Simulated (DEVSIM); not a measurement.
Structure: Mo/Si3N4/SiO2/p-Si capacitor, at 300 K.

```csv
layer (left to right),material,thickness (nm),Na (cm⁻³)
1,Si3N4,15.0,-
2,SiO2,1.20,-
3,Si,2700,4.6e16
```

Metal gate on the left, work function 4.6 eV. Fixed charge at the semiconductor interface 1.5e11 cm⁻² (in units of +e); no interface traps.

Constants are typed, rounded textbook-type inputs, not results; the design itself was drawn at random and stands for no fabricated device. Values at 300 K.

```tsv
parameter	Si3N4	SiO2	Si
gap (eV)	5.1	9	1.124
affinity (eV)	2.1	0.9	4.05
permittivity	7.5	3.9	11.7
Nc (cm⁻³)	-	-	2.86e19
Nv (cm⁻³)	-	-	3.1e19
```

Simulated with DEVSIM: 1D Poisson equation in equilibrium, Boltzmann statistics, complete ionisation; no quantum confinement or tunnelling. Metal contacts follow the ideal Schottky-Mott rule: no Fermi-level pinning, no interface dipoles.

The substrate doping was swept, all else fixed.

| substrate doping (cm^-3) | flat-band voltage (V) | threshold voltage (band bending 2φF) (V) | minimum of the low-frequency capacitance (μF/cm²) |
|---|---|---|---|
| 2.3e15 | -0.39 | 0.30 | 0.0188 |
| 4.6e15 | -0.41 | 0.34 | 0.0256 |
| 9.2e15 | -0.43 | 0.40 | 0.0338 |
| 2.3e16 | -0.45 | 0.50 | 0.0493 |
| 4.6e16 | -0.47 | 0.61 | 0.0647 |
| 9.2e16 | -0.49 | 0.75 | 0.0836 |

From the first row to the last the flat-band voltage goes from -0.39 to -0.49. From the first row to the last the threshold voltage (band bending 2φF) goes from 0.30 to 0.75.
